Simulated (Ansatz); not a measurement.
Start from Lu in the hcp (Mg type) structure (space group P6_3/mmc, No. 194; a = 3.504 Å, c = 5.452 Å).

The values are results of r2SCAN (Ansatz, a program for electronic structure, PAW, no spin-orbit coupling), not measurements.

One change was made to it. Results:

```tsv
quantity	base	after
lattice parameter a	3.504 Å	3.330 Å
c/a ratio	1.556	1.542
```

### Question
What was done to the base?
A) pressure 10 GPa
B) pressure 3 GPa
C) pressure 0.3 GPa
D) pressure 0.7 GPa

### Answer
A, pressure 10 GPa. For comparison, the lattice parameter a in the other runs: pressure 3 GPa gives 3.441 Å; pressure 0.3 GPa gives 3.497 Å; pressure 0.7 GPa gives 3.488 Å.

Load acts through the strain it causes; cell and atoms are relaxed under it. Stability against distortions was not tested. No other phases were tried under pressure.
